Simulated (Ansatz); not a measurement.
Here is the system:

```
CELL_PARAMETERS angstrom
      0.00000     2.69793     2.69793
      2.69793     0.00000     2.69793
      2.69793     2.69793     0.00000
ATOMIC_POSITIONS crystal
  Ga 0.00000 0.00000 0.00000
  P  0.25000 0.25000 0.25000
```

No spin polarisation.

Computed with PBE, PAW, 420 eV (Ansatz, a quantum-chemistry and plane-wave program; scalar-relativistic without spin-orbit coupling). k-mesh 10×10×10 (Γ-centred); smearing 0.05 eV (Fermi–Dirac).

Predict the band gap.

1.54 eV.

Estimate the electron mass.

1.1 mₑ along k, 0.23 mₑ across (off the special points).

Estimate the smallest direct gap.

2.08 eV.

The cells carry an imposed strain or load. Masses are band curvatures over ±0.01 Å⁻¹ around the edge. Along k means along the line from Γ to the band edge. No phonon test of stability was made. The cell was made from GaP in the zinc blende structure (space group F-43m, No. 216) by this change: isotropic strain −2.00 %.
